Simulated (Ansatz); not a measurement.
**What N → I does to YN**

Consider YN in the rock salt structure (space group Fm-3m, No. 225; a = 4.896 Å).

It is then changed as follows: every N is replaced by I, then cell and atoms are relaxed.

The values are results of DFT with r2SCAN, PAW potentials and a 500 eV plane-wave cutoff in Ansatz (a quantum-chemistry and plane-wave program), spin-orbit coupling left out, not measurements. k-mesh 13×13×13 (Γ-centred); smearing 0.05 eV (Fermi–Dirac), for the changed cell.

```json
[
 {"quantity": "density", "base": "5.83 g/cm³", "changed": "6.09 g/cm³", "shift": "+0.26 g/cm³"},
 {"quantity": "lattice parameter a", "base": "4.896 Å", "changed": "6.175 Å", "shift": "+1.279 Å"},
 {"quantity": "space group", "base": "Fm-3m (No. 225)", "changed": "Fm-3m (No. 225)", "shift": "–"},
 {"quantity": "band gap", "base": "0.58 eV", "changed": "zero", "shift": "–"}
]
```

Final structure:

```yaml
crystal:
  lattice:
    - [0.00000, 3.08746, 3.08746]
    - [3.08746, 0.00000, 3.08746]
    - [3.08746, 3.08746, 0.00000]
  atoms:
    - { symbol: I, position: [0.00000, 0.00000, 0.00000] }
    - { symbol: Y, position: [0.50000, 0.50000, 0.50000] }
```

Whether these cells are dynamically stable was not tested. As relaxed here, YI is a hypothetical phase, not in the database extracts checked. The final runs are not spin-polarised. YI has a high density of states at the Fermi level and may be magnetic at this level.
